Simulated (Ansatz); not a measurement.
Structures of equal composition on the (100) surface of rock-salt TiC: a layer of Ag, one atom over each C; a layer of Ag, one atom over each Ti. The slabs share one bottom face, and each structure is named by its start. These are constructed structures in small cells; real faces may alloy, dewet or reconstruct in larger ones, and not all known structures of the face are among them. Slabs of about 13 Å, Fermi-Dirac smearing of 0.1 eV. Bottom of the slabs: a bare face, its two planes held. Relaxed from the named starts with such symmetry as they have, on meshes of like density; energies extrapolated to zero smearing; spin only where a row says so; no spin-orbit coupling, no U. Brackets mark spin-polarised runs, whose order is one that fits the cell.

Method: PBE (plane waves to 420 eV, PAW; Ansatz, a first-principles code).

Task: Put the candidates in order of energy per 1x1 cell, lowest first, for PBE.

Result: a layer of Ag, one atom over each C (0.000 eV), a layer of Ag, one atom over each Ti (0.465 eV)
